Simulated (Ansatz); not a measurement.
## NbN under a change: isotropic strain −0.72 %

Start from NbN in the rock salt structure (space group Fm-3m, No. 225; a = 4.4220 Å; relaxed with 0.1 eV smearing).

One thing is altered: the cell is scaled by 0.9928 in all directions, atoms relaxed at fixed cell.

All numbers come from PBE in Ansatz (plane waves to 420 eV, PAW, without spin-orbit coupling), earlier PAW set. Γ-centred 22×22×22 mesh, Fermi–Dirac width 0.1 eV.

| quantity | base | changed | shift |
|---|---|---|---|
| volume per atom | 10.81 Å³ | 10.58 Å³ | -0.23 Å³ |
| space group | Fm-3m (No. 225) | Fm-3m (No. 225) | – |
| shortest interatomic distance | 2.211 Å | 2.195 Å | -0.016 Å |
| energy relative to the base (free energy F) | 0 meV/atom | +4.9 meV/atom | +4.9 meV/atom |
| pressure | 0.0 GPa | 7.0 GPa | +7.0 GPa |
| band gap | zero | zero | – |

Final structure:

```xyz
2
Lattice="0.0000 2.1951 2.1951 2.1951 0.0000 2.1951 2.1951 2.1951 0.0000" Properties=species:S:1:pos:R:3 pbc="T T T"
N      0.0000     0.0000     0.0000
Nb     2.1951     2.1951     2.1951
```

Stability against distortions was not tested. The final runs are not spin-polarised.

Ansatz is a first-principles code.
